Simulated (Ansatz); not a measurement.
Base system: CdS in the zinc blende structure (space group F-43m, No. 216).

```yaml
crystal:
  lattice:
    - [0.00000, 2.93884, 2.93884]
    - [2.93884, 0.00000, 2.93884]
    - [2.93884, 2.93884, 0.00000]
  atoms:
    - { symbol: Cd, position: [0.00000, 0.00000, 0.00000] }
    - { symbol: S, position: [0.25000, 0.25000, 0.25000] }
```

Cartesian axes are those of the cell as printed.

Computed with r2SCAN/PAW in Ansatz (a first-principles code), scalar-relativistic without spin-orbit coupling.

It is then changed as follows: the cell is scaled by 1.0100 in all directions, atoms relaxed at fixed cell.

Q: Predict the stress tensor and what it implies for the stiffness.

A: Stress of the strained cell less that of the base (GPa, compression positive):
```
  -1.69    0.00    0.00
   0.00   -1.69    0.00
   0.00    0.00   -1.69
```

Then B = −ΔP/(ΔV/V₀) with ΔV/V₀ = 0.0303 gives secant stiffness values (nonlinear terms included at this strain): B ≈ 56 GPa.

As a check, the harmonic strain energy −½ V₀ Δσ:ε is 4.0 meV/atom; the computed energy rise is 4.2 meV/atom.

Stability against distortions was not tested.
